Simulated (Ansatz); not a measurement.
The parent structure is MgF2 (space group Pa-3, No. 205; a = 4.954 Å; a cell from a computed database, its experimental status unchecked).

Method: plane-wave PAW DFT at the PBEsol level (Ansatz, a first-principles code, 420 eV), without spin-orbit coupling.

Base values:

The gap character comes out as direct at Γ and the band gap comes out as 6.82 eV.

The change: a negative pressure, −1 GPa.

What happens to the gap character, hole mass and band gap?

The gap character remains direct at Γ; the hole mass (degenerate bands, along [100]) amounts to 0.77, 1.6, 2.9 mₑ (at Γ); the band gap shrinks by 0.07 eV to 6.75 eV.

Load acts through the strain it causes; cell and atoms are relaxed under it. Masses are band curvatures over ±0.01 Å⁻¹ around the edge. Stability against distortions was not tested.
